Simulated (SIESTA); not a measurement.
**Short convergence ladders for CuAu (P4mm, 2 atoms in the cell)**

```
CELL_PARAMETERS angstrom
      2.81400     0.00000     0.00000
      0.00000     2.81400     0.00000
      0.00000     0.00000     3.68835
ATOMIC_POSITIONS crystal
  Cu 0.00000 0.00000 0.01356
  Au 0.50000 0.50000 0.50000
```

Base method: GGA PBEsol, numerical atomic orbitals DZP, PseudoDojo PBEsol standard norm-conserving potentials (rewritten from UPF to PSML) in SIESTA 5.4.2.

Base settings: XC.functional = GGA; XC.authors = PBEsol; potentials = PseudoDojo PBEsol standard; PAO.BasisSize = DZP; PAO.EnergyShift = 0.005 Ry; MeshCutoff = 350 Ry; kgrid.MonkhorstPack = 5 5 4; OccupationFunction = FD; ElectronicTemperature = 1160.45 K; MaxSCFIterations = 150.

**The width of Fermi-Dirac smearing**

In this ladder: kgrid.MonkhorstPack = 8 8 7.

Narrow widths need finer meshes than wide ones, so the last steps can hold mesh noise.

Only quantities that move along the ladder and can be compared are tabulated; pressure and forces are left out, as mesh noise rules them at narrow widths.

```tsv
ElectronicTemperature	free energy less the last step's (meV/atom)
11604.5 K	-718.79
5802.26 K	-146.18
3481.36 K	-47.73
2320.9 K	-20.94
1160.45 K	-4.62
580.23 K	0.00
```

Widest ElectronicTemperature that holds the free energy within 5 meV/atom: not settled: the last two steps still differ by 4.6 meV/atom, over half the tolerance, so the ladder does not show it.

**The width of Methfessel-Paxton smearing**

In this ladder: kgrid.MonkhorstPack = 8 8 7; OccupationFunction = MP; OccupationMPOrder = 1.

Narrow widths need finer meshes than wide ones, so the last steps can hold mesh noise.

Only quantities that move along the ladder and can be compared are tabulated; pressure and forces are left out, as mesh noise rules them at narrow widths.

| ElectronicTemperature | free energy less the last step's (meV/atom) |
|---|---|
| 5802.26 K | -2.11 |
| 3481.36 K | -1.20 |
| 2320.9 K | -0.87 |
| 1160.45 K | -0.38 |
| 580.23 K | 0.00 |

State of the free energy at the end of the ladder: still drifting one way, by 0.87 meV/atom over the last two steps, so the last step is no safe reference.

On the base run: the starting cell has typed, rounded lattice constants, without a prior relaxation at this level. Its lattice was rescaled by up to half a per cent. One atom was moved a little off its site on purpose. Spin polarisation is off. Values carry the incompleteness of an atom-centred basis. In the base run, with a pressure of about -5 GPa the cell is away from its equilibrium volume at this level. Without a gap this mesh is coarse (it stands for a supercell whose shortest vector is 14 Å).

Left out of this page: 4 runs of the series outside the window shown, repeating another row's setting, or not comparable; 1 run of the series unsound by tests on forces, stress, charge or solver warnings.
